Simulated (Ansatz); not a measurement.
# CdCO₃ (R-3c, No. 167)

These are r²SCAN in Ansatz (PAW) values and carry that method's errors.

Run with plane-wave cutoff 500 eV, 10×10×10 k mesh, Fermi–Dirac smearing 0.05 eV, scalar-relativistic PAW data made under PBE.

Cell: relaxed at this level.

- volume per atom: 11.50 Å³/atom
- lattice constant a: 4.943 Å
- lattice parameter c: 16.298 Å
- band gap: 3.47 eV (on the SCF k mesh)

Spin–orbit coupling is not included.

Cost on a shared machine: roughly 4 core-minutes.

Ansatz is an electronic-structure program.
